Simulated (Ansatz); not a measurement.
# Effect of Cd → Mg on CdTe

The parent structure is CdTe in the zinc blende structure (space group F-43m, No. 216; a = 6.490 Å).

The change: Mg takes the place of Cd on all its sites, then cell and atoms are relaxed.

Calculations: PBEsol (Ansatz, a program for electronic structure, PAW, without spin-orbit coupling), earlier PAW set. Settings: 9×9×9 k-points, 0.05 eV Fermi–Dirac smearing.

```json
{
  "volume_per_atom": "33.36 Å³ (base 34.16 Å³)",
  "density": "3.78 g/cm³ (base 5.83 g/cm³)",
  "lattice_parameter_a": "6.438 Å (base 6.490 Å)",
  "space_group": "F-43m (No. 216) (base F-43m (No. 216))",
  "band_gap": "2.35 eV (base 0.65 eV)",
  "gap_character": "direct at Γ (base direct at Γ)",
  "width_of_the_top_valence_band": "1.49 eV (base 2.21 eV)",
  "electron_mass": "0.16 mₑ (at Γ) (base 0.055 mₑ (at Γ))"
}
```

Final structure:

```xyz
2
Lattice="0.0000 3.2192 3.2192 3.2192 0.0000 3.2192 3.2192 3.2192 0.0000" Properties=species:S:1:pos:R:3 pbc="T T T"
Te     4.8288     4.8288     4.8288
Mg     0.0000     0.0000     0.0000
```

Cost of the whole job for the changed cell (relaxation, final SCF and bands): very roughly 23 core-seconds.

With Te present, leaving out spin-orbit coupling can change the band edges. Masses are band curvatures over ±0.01 Å⁻¹ around the edge. No phonon test of stability was made.
